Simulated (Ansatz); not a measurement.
**ZnSe, response to strain**

Start from ZnSe in the zinc blende structure (space group F-43m, No. 216; a = 5.6333 Å).

Strains are applied to the cell and any free atomic positions relax.

The values are results of PBEsol (Ansatz, a first-principles code), no SOC, not measurements.

Candidates:
(a) isotropic strain −2.00 %
(b) isotropic strain +1.00 %
(c) isotropic strain +2.50 %

Notes on the quantities. energy relative to the base: free energy F.

Order them by energy relative to the base, highest first.

(c) isotropic strain +2.50 % (+23 meV/atom), (a) isotropic strain −2.00 % (+18 meV/atom), (b) isotropic strain +1.00 % (+3.9 meV/atom)

No phonon test of stability was made.
